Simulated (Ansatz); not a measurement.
A computed series for Nb3Sn: pressure series

Start from Nb3Sn in the A15 (Cr3Si type) structure (space group Pm-3n, No. 223; a = 5.319 Å).

Cell and atoms are relaxed at each pressure.

Method: PBE (Ansatz, a program for electronic structure), no SOC.

| P (GPa) | V (Å³/atom) |
|---|---|
| -2.00 | 19.055 |
| -1.00 | 18.932 |
| 0.30 | 18.779 |
| 0.70 | 18.734 |
| 1.48 | 18.645 |
| 3.00 | 18.480 |
| 5.00 | 18.274 |
| 7.50 | 18.031 |
| 10.00 | 17.804 |

Q: Fit a third-order Birch–Murnaghan equation of state.

A: Least squares on P(V) = (3B₀/2)[(V₀/V)^(7/3) − (V₀/V)^(5/3)]·[1 + (3/4)(B₀′ − 4)((V₀/V)^(2/3) − 1)] gives V₀ = 18.81 Å³/atom, B₀ = 162 GPa and B₀′ = 4.2.

Measured bulk modulus of Nb3Sn: 165 GPa (0 K or low temperature; as listed in Z. W. Lu, Barry M. Klein, Physical Review Letters (1997)); the computed value is 2 % below it.

Load acts through the strain it causes; cell and atoms are relaxed under it. Whether these cells are dynamically stable was not tested. No other phases were tried under pressure. All final runs are without spin polarisation.
